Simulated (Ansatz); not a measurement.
How the equilibrium lattice constant a of MoPt (model structure, Pm-3m, No. 221, 2 atoms in the cell) moves with the method

No measured value is used here.

| level (code) | value (Å) |
|---|---|
| LDA (Ansatz) | 3.122 |
| PBE (Ansatz) | 3.176 |
| PBEsol (Ansatz) | 3.140 |
| r²SCAN (Ansatz) | 3.158 |

The crystal itself was run without spin with r²SCAN; a magnetic state was not tried in these runs. Density-functional levels without +SOC have no spin–orbit coupling. LDA, PBE, PBEsol, r²SCAN: the run has no spin polarisation, so it can have missed a magnetic state. Cutoffs differ between the levels. Ansatz's density-functional and Hartree–Fock values are scalar-relativistic unless marked +SOC, with PAW data made under PBE.

A model structure was made by putting elements into a prototype or built by hand; it is no filed structure, need not be a known phase, and can be a saddle point held by its symmetry.

Ansatz is an electronic-structure program.
